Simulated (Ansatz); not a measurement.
Base system: Ge (space group I4_132, No. 214; a = 6.922 Å; a hypothetical phase, not in the database extracts checked).

(Cell as relaxed with PBE.)

Levels (all Ansatz, an electronic-structure program, PAW): PBE (420 eV, without spin-orbit coupling); PBEsol (420 eV, no spin-orbit coupling).

Each level relaxes its own structure.

```tsv
base	PBE	PBEsol
volume per atom	41.45 Å³	39.33 Å³
lattice parameter a	6.922 Å	6.801 Å
band gap	zero	zero
```

The change: cell and atoms relaxed at a pressure of 0.3 GPa.

```tsv
quantity	PBE	PBEsol
lattice parameter a	6.891 Å	6.775 Å
band gap	zero	zero
```

PBE's lattice parameter a lies 0.116 Å above PBEsol's (1.7 %); the two agree on the band gap. Neither level is exact; PBEsol is the comparison here, not a measurement.

Load acts through the strain it causes; cell and atoms are relaxed under it. No phonon test of stability was made.
